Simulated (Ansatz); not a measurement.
# TiO2: band gap against strain

TiO2 (anatase, I4_1/amd, 11.312 Å³/atom at rest, c along z) under an equal strain ε along all three axes. PBEsol in Ansatz, a plane-wave DFT program (PAW, default set), 420 eV, 12×12×12 Γ-centred mesh, Fermi-Dirac smearing 0.05 eV; ions are relaxed within the symmetry of each cell. Gaps are the smallest over the k-mesh and a band path, without spin-orbit coupling; in all rows the valence edge lies at about 1.0 Å⁻¹ from Γ and the conduction edge at Γ.

Here s stands for strain and Eg for gap.

```csv
strain (%),gap (eV)
0.00,2.11
0.60,2.09
1.20,2.08
1.80,2.06
3.00,?
```

Taking a straight line for Eg over the 4 complete rows: Means: s 0.90000, Eg 2.085. About the means, the sum of products is -0.048000 and the sum of squares of s is 1.8000; the slope is their ratio. Least squares gives Eg = 2.109 - 0.0267·s. Residuals (row less fit): 0.001, -0.003, 0.003, -0.001; standard error 0.003 (degrees of freedom: 2). Over these rows the gap moves by -2.7 ± 0.2 eV per unit strain, or -0.89 eV per unit of ln V.

### Question
Predict the withheld Eg at s = 3.00 from the fit, and compare with the calculation.

### Answer
Eg = 2.109 - 0.0267 × 3.0 = 2.029 eV. The calculation gives 2.03 eV, which the fit meets to the printed digits. The row lies outside the fitted rows, so this is an extrapolation. The fitted rows scatter only by rounding.

The primitive cell can neither tilt nor turn polar against its symmetry, as such crystals can under strain. TiO2 is here one of several forms; rutile is the usual stable one. Rows are the converged runs of the series near zero and its far end; series whose fitted rows scatter by over a few per cent of the range, as at a crossing or softening among them, aren't shown in this form. Most that stay on the fit to the last digits aren't either.
